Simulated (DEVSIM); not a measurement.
Device: W/Si3N4/SiO2/p-Si capacitor, at 300 K.

Layer 1 from the left is Si3N4, thickness (nm) 29.0. Layer 2 from the left is SiO2, thickness (nm) 0.940. Layer 3 from the left is Si, thickness (nm) 18000, Na (cm⁻³) 1e15.

Metal gate on the left, work function 4.6 eV. Fixed charge at the semiconductor interface -2.4e10 cm⁻² (in units of +e); no interface traps.

This is a model device: material constants are rounded textbook-type values typed into the input, and sizes, dopings and lifetimes were drawn at random. Values at 300 K.

Si3N4: gap (eV) 5.1, affinity (eV) 2.1, permittivity 7.5. SiO2: gap (eV) 9, affinity (eV) 0.9, permittivity 3.9. Si: gap (eV) 1.124, affinity (eV) 4.05, permittivity 11.7, Nc (cm⁻³) 2.86e19, Nv (cm⁻³) 3.1e19.

Model (solved in DEVSIM): 1D Poisson equation in equilibrium, Boltzmann statistics, complete ionisation; no quantum confinement or tunnelling. Metal contacts follow the ideal Schottky-Mott rule: no Fermi-level pinning, no interface dipoles.

### Question
What does the simulation give for the threshold voltage (band bending 2φF), the minimum of the low-frequency capacitance?

### Answer
threshold voltage (band bending 2φF) 0.37 V; minimum of the low-frequency capacitance 0.0131 μF/cm².
